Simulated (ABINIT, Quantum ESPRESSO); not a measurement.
An ABINIT input for a self-consistent single point of CdSe (P6_3mc, 4 atoms in the cell) (DFT, LDA (PW92), plane waves, PAW (JTH v2.0 LDA PAW)):

```
# CdSe, JTH v2.0 LDA PAW
pp_dirpath "./"
pseudos "Cd.LDA_PW-JTH.xml, Se.LDA_PW-JTH.xml"
acell 4.3460897996 4.3460897996 7.0898400000 Angstrom
rprim
         1.0000000000    0.0000000107    0.0000000000
        -0.5000000093    0.8660253984    0.0000000000
         0.0000000000    0.0000000000    1.0000000000
natom 4
ntypat 2
znucl 48 34
typat 1 1 2 2
xcart
         2.1730448864    1.2546080811    3.5445655080
        -0.0000000269    2.5092161157    7.0894855080
         2.1730448864    1.2546080811    6.2100617544
        -0.0000000269    2.5092161157    2.6651417544
      Angstrom
ecut 20
pawecutdg 40
occopt 1
nband 21
kptopt 1
ngkpt 7 7 4
nshiftk 1
shiftk 0 0 0
nstep 100
tolvrs 1.0e-11
prtwf 0
prtden 0
enunit 2
```

Q: Write the same calculation as an input for Quantum ESPRESSO.

A: One input that does it (others would too):

```fortran
&control
  calculation = 'scf'
  prefix = 'CdSe'
  outdir = './tmp'
  pseudo_dir = './'
  tprnfor = .true.
  tstress = .true.
/
&system
  ibrav = 0
  celldm(1) = 8.2129194342
  nat = 4
  ntyp = 2
  ecutwfc = 40
  ecutrho = 200
  occupations = 'fixed'
  nbnd = 22
/
&electrons
  conv_thr = 1.0d-9
/
ATOMIC_SPECIES
Cd   112.4140  cd_lda_v1.uspp.F.UPF
Se    78.9710  se_lda_v1.uspp.F.UPF
CELL_PARAMETERS alat
   1.0000000000     0.0000000000     0.0000000000
  -0.5000000000     0.8660254038     0.0000000000
   0.0000000000     0.0000000000     1.6313146592
ATOMIC_POSITIONS bohr
Cd    4.1064597171    2.3708656231    6.6982580409
Cd    0.0000000000    4.7417312462   13.3971859746
Se    4.1064597171    2.3708656231   11.7353159328
Se    0.0000000000    4.7417312462    5.0363879991
K_POINTS automatic
7 7 4  0 0 0
```

Basis, cutoffs, solver keys and any potentials are the target program's own. This input uses DFT, LDA (PZ), plane waves, GBRV 1.5 ultrasoft (LDA) pseudopotentials. LDA parametrisations can differ slightly between programs.

The starting cell comes from a database of computed structures (which also holds hypothetical and non-ambient phases and stackings), without a prior relaxation at this level.
